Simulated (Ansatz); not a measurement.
# GaP, pressure series

Base system: GaP in the zinc blende structure (space group F-43m, No. 216; a = 5.506 Å).

Cell and atoms are relaxed at each pressure.

Method: Kohn–Sham DFT with the PBE functional, run in Ansatz (a program for electronic structure) with PAW and 420 eV plane waves, scalar-relativistic without spin-orbit coupling.

Candidates:
(a) pressure 15 GPa
(b) pressure 0.9 GPa
(c) pressure −2 GPa
(d) pressure 9 GPa
(e) pressure 4.5 GPa

For the base:

| Property | Value |
|---|---|
| Width of the top valence band | 3.27 eV |

Q: Order them by width of the top valence band, lowest first.

A: (c) pressure −2 GPa (3.15 eV), (b) pressure 0.9 GPa (3.33 eV), (e) pressure 4.5 GPa (3.53 eV), (d) pressure 9 GPa (3.74 eV), (a) pressure 15 GPa (4.00 eV)

Load acts through the strain it causes; cell and atoms are relaxed under it. Whether these cells are dynamically stable was not tested. Tetrahedral semiconductors of this kind turn to denser phases somewhere between about 1 and 50 GPa; those were not computed, so compressed cells here can lie past the real transition.
